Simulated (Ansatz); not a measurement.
ZrRuAs: pressure series

Start from ZrRuAs (space group P-62m, No. 189; a = 6.5506 Å, c = 3.8908 Å; a cell from a computed database, its experimental status unchecked).

Cell and atoms are relaxed at each pressure.

The values are results of plane-wave PAW DFT at the PBEsol level (Ansatz, an electronic-structure program, 420 eV), no SOC, not measurements.

Notes on the quantities. enthalpy: H = E + PV relative to the base's energy.

| change | c/a ratio | enthalpy | density | shortest interatomic distance |
|---|---|---|---|---|
| base | 0.594 | – | 9.21 g/cm³ | 2.515 Å |
| pressure −2 GPa | 0.594 | -0.20 eV/atom | 9.12 g/cm³ | 2.523 Å |
| pressure −1 GPa | 0.594 | -0.10 eV/atom | 9.16 g/cm³ | 2.519 Å |
| pressure 0.3 GPa | 0.594 | +0.03 eV/atom | 9.22 g/cm³ | 2.514 Å |
| pressure 0.7 GPa | 0.594 | +0.07 eV/atom | 9.24 g/cm³ | 2.512 Å |
| pressure 1.5 GPa | 0.594 | +0.15 eV/atom | 9.27 g/cm³ | 2.510 Å |
| pressure 3 GPa | 0.594 | +0.30 eV/atom | 9.34 g/cm³ | 2.504 Å |
| pressure 5 GPa | 0.594 | +0.50 eV/atom | 9.42 g/cm³ | 2.497 Å |
| pressure 7.5 GPa | 0.593 | +0.74 eV/atom | 9.52 g/cm³ | 2.488 Å |
| pressure 10 GPa | 0.593 | +0.98 eV/atom | 9.62 g/cm³ | 2.480 Å |

Load acts through the strain it causes; cell and atoms are relaxed under it. No phonon test of stability was made. No other phases were tried under pressure. All final runs are without spin polarisation. An odd electron count without spin: ZrRuAs.
